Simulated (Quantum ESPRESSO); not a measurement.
**Pressure against volume in hcp Sc (space group 194) (Quantum ESPRESSO, PBE)**

```
CELL_PARAMETERS angstrom
      3.25115     0.00000     0.00000
     -1.62557     2.81557     0.00000
      0.00000     0.00000     5.17629
ATOMIC_POSITIONS crystal
  Sc 0.66667 0.33333 0.75000
  Sc 0.33333 0.66667 0.25000
```

Method: PBE, GBRV 1.5 ultrasoft (PBE) pseudopotentials (plane waves; Quantum ESPRESSO). Settings: ecutwfc = 65 Ry; ecutrho = 520 Ry; occupations = smearing; smearing = fermi-dirac; degauss = 0.0036749 Ry; potentials = {Sc: sc_pbe_v1.uspp.F.UPF}; K_POINTS = automatic 20 20 11 0 0 0; conv_thr = 1e-10 Ry; mixing_beta = 0.4. The cell above is the first row's. The rows scale it uniformly. In all rows fractional positions and the k mesh are held.

| V (Å^3/atom) | P (GPa) |
|---|---|
| 23.691 | ? |
| 24.207 | 1.04 |
| 24.722 | -0.13 |
| 25.237 | -1.20 |
| 25.752 | -2.19 |
| 26.267 | -3.07 |
| 26.782 | -3.89 |
| 27.297 | -4.64 |
| 27.812 | -5.31 |

Q: Using a cubic, estimate the missing P at V = 23.691 from the other rows, showing the fit.

A: With u = V - 26.0, the rows have u = -1.7930, -1.2780, -0.7630, -0.2480, 0.2670, 0.7820, 1.2970, 1.8120. Least squares gives P = -2.623 - 1.7391·u + 0.1553·u² - 0.00795·u³. Residuals (row less fit): 0.000, 0.000, 0.002, -0.008, 0.006, 0.002, -0.005, 0.002; standard error 0.006 (degrees of freedom: 4). The fitted pressure is zero at V0 = 24.66, where dP/dV = -2.197, so B0 = -V0·dP/dV = 54.2 GPa. At the withheld row, u = -2.3090, so P = -2.623 - 1.7391 × (-2.3090) + 0.1553 × (-2.3090)² - 0.00795 × (-2.3090)³ = 2.318 GPa. The calculation gives 2.33 GPa, 0.012 GPa above the prediction (0.2 % of the range of P in the table). The row lies outside the fitted rows, so this is an extrapolation. From the scatter of the fitted rows alone, a prediction at this place has a standard error of 0.016 GPa, so the miss is 0.8 times that.

Carrying the step between the two nearest rows on in a straight line would have given 2.21, off by 0.12; series whose last step already gives the withheld value aren't shown. The scan was laid around a cell of about the measured size, scaled by a guess for this functional; axis ratios and inner coordinates come from that cell. The runs keep the symmetry of the cell, so they don't test it for distortions. The shape of the cell and the inner coordinates aren't relaxed, so V0 and B0 belong to this uniform scaling; a relaxed crystal lies no higher in energy and is usually softer. Cutoffs and mesh are single choices, not tested for convergence of this quantity. Series with a scatter that would blur these digits, or in which a gap closes, are not shown.
